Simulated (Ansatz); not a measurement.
Start from AlN in the wurtzite structure (space group P6_3mc, No. 186; a = 3.114 Å, c = 4.984 Å).

Perturbation: a negative pressure, −2 GPa.

Levels (all Ansatz, an electronic-structure program, PAW): PBEsol (420 eV, scalar-relativistic without spin-orbit coupling); HSE06 (420 eV, scalar-relativistic without spin-orbit coupling).

The geometry is relaxed with PBEsol.

| Item | Value |
|---|---|
| PBEsol band gap | 4.01 eV |

With HSE06 at the same geometry, the band gap goes up by 1.43 eV to 5.44 eV.

Single points use the geometry relaxed with PBEsol. Load acts through the strain it causes; cell and atoms are relaxed under it. Stability against distortions was not tested.
